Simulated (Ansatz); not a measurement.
**NiAgO2: pressure series**

Base system: NiAgO$_{2}$ (space group P6_3/mmc, No. 194; a = 2.902 Å, c = 12.174 Å; ferromagnetic; a cell from a computed database, its experimental status unchecked).

Cell and atoms are relaxed at each pressure.

All numbers come from DFT with PBEsol, PAW potentials and a 420 eV plane-wave cutoff in Ansatz (a program for electronic structure), spin-orbit coupling left out.

Candidates:
(a) pressure −1 GPa
(b) pressure 0.7 GPa
(c) pressure 1.5 GPa

Base values:

c/a ratio: 4.195

Problem. Order them by c/a ratio, highest first.

Solution. (c) pressure 1.5 GPa (4.205), (b) pressure 0.7 GPa (4.200), (a) pressure −1 GPa (4.188)

Load acts through the strain it causes; cell and atoms are relaxed under it. Whether these cells are dynamically stable was not tested. No Hubbard U is applied and the magnetic state is the run's own (NiAgO2 ferromagnetic); small cells can't hold the antiferromagnetic order that many such compounds have, so gaps and moments can be off.
